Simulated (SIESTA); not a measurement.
## A self-consistent single point of Hf₂Ga (I4/mcm, 6 atoms in the cell) with SIESTA

Method: LDA PW92, numerical atomic orbitals DZP, PseudoDojo LDA standard norm-conserving potentials (rewritten from UPF to PSML) (SIESTA).

The input file:

```
# files in the folder: Hf.psml Ga.psml (PseudoDojo LDA standard)
SystemName  Hf2Ga
SystemLabel hf2ga

NumberOfAtoms                6
NumberOfSpecies              2
%block ChemicalSpeciesLabel
  1 72 Hf
  2 31 Ga
%endblock ChemicalSpeciesLabel
LatticeConstant              1.0 Ang
%block LatticeVectors
    -3.349157000    3.349157000    2.628291000
     3.349157000   -3.349157000    2.628291000
     3.349157000    3.349157000   -2.628291000
%endblock LatticeVectors
AtomicCoordinatesFormat      Ang
%block AtomicCoordinatesAndAtomicSpecies
     1.028459132    4.377616132   -0.000000000  1
     2.320697868   -1.028459132    2.628291000  1
     2.320697868    1.028459132    0.000000000  1
     1.028459132    2.320697868    2.628291000  1
     0.000000000    0.000000000    1.314145500  2
     0.000000000    0.000000000    3.942436500  2
%endblock AtomicCoordinatesAndAtomicSpecies

XC.functional                LDA
XC.authors                   PW92
PAO.BasisSize                DZP
PAO.EnergyShift              0.005 Ry
MeshCutoff                   350 Ry
%block kgrid.MonkhorstPack
    4   0   0  0.0
    0   4   0  0.0
    0   0   4  0.0
%endblock kgrid.MonkhorstPack
OccupationFunction           FD
ElectronicTemperature        0.1 eV

MaxSCFIterations             150
SCF.Mixer.Method             Broyden
SCF.Mixer.Weight             0.25
SCF.Mixer.History            6
SCF.DM.Tolerance             1.0E-05
Diag.ParallelOverK           true
WriteForces                  true
Charge.Mulliken              end
```

Output, abridged:

```
reinit: Reading from file input.fdf

reinit: System Name: Hf2Ga
reinit: System Label: hf2ga

coor:   Atomic-coordinates input format  =     Cartesian coordinates
coor:                                          (in Angstroms)

siesta: Atomic coordinates (Bohr) and species
siesta:      1.94351   8.27250  -0.00000  1        1
siesta:      4.38548  -1.94351   4.96675  1        2
siesta:      4.38548   1.94351   0.00000  1        3
siesta:      1.94351   4.38548   4.96675  1        4
siesta:      0.00000   0.00000   2.48338  2        5
siesta:      0.00000   0.00000   7.45013  2        6

siesta: System type = bulk

initatomlists: Number of atoms, orbitals, and projectors:      6   112   164

siesta: ******************** Simulation parameters ****************************
redata: Spin configuration                          = none
redata: Time-Reversal Symmetry                      = T
redata: Number of Atomic Species                    =        2
redata: Mesh Cutoff                                 =   350.0000 Ry
redata: Net charge of the system                    =     0.0000 |e|
redata: Min. number of SCF Iter                     =        0
redata: Max. number of SCF Iter                     =      150
redata: SCF convergence failure will abort job
redata: SCF mix quantity                            = Hamiltonian
redata: Mix DM or H after convergence               =   F
redata: Recompute H after scf cycle                 =   F
redata: Mix DM in first SCF step                    =   T
redata: No kicks to SCF
redata: DM Mixing Weight for Kicks                  =     0.5000
redata: Require Harris convergence for SCF          =   F
redata: Harris energy tolerance for SCF             =     0.000100 eV
redata: Require DM convergence for SCF              =   T
redata: DM tolerance for SCF                        =     0.000010
redata: Require EDM convergence for SCF             =   F
   [... lines left out ...]
diag: Parallel distribution                         =     1 x     1
diag: Used triangular part                          = Lower
diag: Absolute tolerance                            =  0.100E-15
diag: Orthogonalization factor                      =  0.100E-05
diag: Memory factor                                 =  1.0000

superc: Internal auxiliary supercell:     5 x     5 x     5  =     125
superc: Number of atoms, orbitals, and projectors:    750  14000  20500

                        Single-point calculation

superc: Internal auxiliary supercell:     5 x     5 x     5  =     125
superc: Number of atoms, orbitals, and projectors:    750  14000  20500

outcell: Unit cell vectors (Ang):
       -3.349157    3.349157    2.628291
        3.349157   -3.349157    2.628291
        3.349157    3.349157   -2.628291

outcell: Cell vector modules (Ang)   :    5.416790    5.416790    5.416790
outcell: Cell angles (23,13,12) (deg):    103.6170    103.6170    121.9473
outcell: Cell volume (Ang**3)        :    117.9246
new_DM -- step:     1
Initializing Density Matrix...

Attempting to read DM from file... Failed...
DM filled with atomic data:

InitMesh: MESH = 54 x 54 x 64 = 186624
InitMesh: Mesh cutoff (required, used) =   350.000   359.243 Ry

stepf: Fermi-Dirac step function
        iscf     Eharris(eV)        E_KS(eV)     FreeEng(eV)     dDmax    Ef(eV) dHmax(eV)
   scf:    1   -10272.620574   -10297.449741   -10297.613289  1.458836 -4.719451  4.955431
   scf:    2   -10300.423980   -10299.154277   -10299.318424  0.135223 -4.947230  2.608157
   scf:    3   -10299.994822   -10299.631321   -10299.802506  0.162660 -5.101387  1.119998
   scf:    4   -10299.784623   -10299.725295   -10299.903460  0.140746 -5.188964  0.139864
   scf:    5   -10299.728892   -10299.727620   -10299.904845  0.017380 -5.200467  0.048410
   scf:    6   -10299.727501   -10299.727660   -10299.905012  0.001586 -5.197157  0.011399
   [... 3 lines left out ...]
   scf:   10   -10299.727610   -10299.727610   -10299.905047  0.000032 -5.199545  0.000255
   scf:   11   -10299.727609   -10299.727610   -10299.905047  0.000021 -5.199583  0.000186
   scf:   12   -10299.727609   -10299.727610   -10299.905047  0.000015 -5.199610  0.000133
   scf:   13   -10299.727609   -10299.727609   -10299.905047  0.000010 -5.199631  0.000096
   scf:   14   -10299.727609   -10299.727609   -10299.905047  0.000007 -5.199645  0.000068
SCF Convergence by DM+H criterion
max |DM_out - DM_in|         :     0.0000074432
max |H_out - H_in|      (eV) :     0.0000680746
SCF cycle converged after 14 iterations

Using DM_out to compute the final energy and forces

siesta: E_KS(eV) =           -10299.7276

siesta: E_KS - E_eggbox =    -10299.7276

siesta: Atomic forces (eV/Ang):
     1   -0.043824   -0.043824    0.000756
     2    0.043824    0.043824   -0.000756
     3    0.045874   -0.045874   -0.000000
     4   -0.045874    0.045874   -0.000000
     5    0.000044   -0.000044    0.000000
     6   -0.000044    0.000044   -0.000000
   Tot    0.000000   -0.000000   -0.000000
   Max    0.045874
   Res    0.029908    sqrt( Sum f_i^2 / 3N )
   Max    0.045874    constrained

Stress tensor Voigt[x,y,z,yz,xz,xy] (kbar):       76.04       76.04       70.90       -0.04       -0.04       -0.10
(Free)E + p*V (eV/cell)   -10305.3756
Target enthalpy (eV/cell)   -10299.9050

siesta: Program's energy decomposition (eV):
siesta: Ebs     =     -1937.707986
siesta: Eions   =     12091.995461
siesta: Ena     =      1182.869810
siesta: Ekin    =      4952.943736
siesta: Enl     =     -1774.375737
siesta: Eso     =         0.000000
siesta: Edftu   =         0.000000
siesta: DEna    =        84.860096
siesta: DUscf   =         2.894780
siesta: DUext   =         0.000000
siesta: Ex      =     -2432.121356
siesta: Ec      =      -224.803476
siesta: Exc     =     -2656.924833
siesta: Eharris =    -10299.727609
siesta: Etot    =    -10299.727609
siesta: FreeEng =    -10299.905047

siesta: Atomic forces (eV/Ang):
siesta:      1   -0.043824   -0.043824    0.000756
siesta:      2    0.043824    0.043824   -0.000756
siesta:      3    0.045874   -0.045874   -0.000000
siesta:      4   -0.045874    0.045874   -0.000000
siesta:      5    0.000044   -0.000044    0.000000
siesta:      6   -0.000044    0.000044   -0.000000
siesta: ----------------------------------------
siesta:    Tot    0.000000   -0.000000   -0.000000

siesta: Stress tensor (static) (eV/Ang**3):
siesta:     0.047459   -0.000064   -0.000023
siesta:    -0.000064    0.047459   -0.000023
siesta:    -0.000023   -0.000023    0.044252

   [... lines left out ...]
siesta: Cell volume =        117.924611 Ang**3
siesta:         -74.32544324        -74.03691159  kBar
   [... lines left out ...]
              0.224   0.532   0.545   0.461   0.545   0.477  -0.006   0.003

             -0.004   0.003   0.024
   3 11.291   1.856   0.331   0.053   1.933   1.942   1.933   0.224   0.216
              0.224   0.532   0.545   0.461   0.545   0.477  -0.006   0.003

             -0.004   0.003   0.024
   4 11.291   1.856   0.331   0.053   1.933   1.942   1.933   0.224   0.216
              0.224   0.532   0.545   0.461   0.545   0.477  -0.006   0.003

             -0.004   0.003   0.024

Species: Ga
Atom  Qatom  Qorb
               4s      4s      4py     4pz     4px     4py     4pz     4px
               3dxy    3dyz    3dz2    3dxz    3dx2-y2 4dxy    4dyz    4dz2
               4dxz    4dx2-y2
   5 14.418   1.586  -0.028   0.700   0.012   0.700   0.142   0.431   0.142
              1.997   1.999   1.996   1.999   1.999   0.210   0.177  -0.042

              0.177   0.222
   6 14.418   1.586  -0.028   0.700   0.012   0.700   0.142   0.431   0.142
              1.997   1.999   1.996   1.999   1.999   0.210   0.177  -0.042

              0.177   0.222

mulliken: Qtot =       74.000

Mulliken Atomic Populations:
Atom #   charge [q] valence [e]  Species
     1     0.708682   11.291318  Hf
     2     0.708682   11.291318  Hf
     3     0.709166   11.290834  Hf
     4     0.709166   11.290834  Hf
     5    -1.417848   14.417848  Ga
     6    -1.417848   14.417848  Ga
 Total     0.000000
```

The run converged in 14 iterations.

The starting cell comes from a database of computed structures (which also holds hypothetical and non-ambient phases and stackings), without a prior relaxation at this level. Its lattice was rescaled by up to half a per cent. Values carry the incompleteness of an atom-centred basis. With a pressure of about -7 GPa the cell is away from its equilibrium volume at this level.

Cost on one core of a shared machine: roughly 2 min.
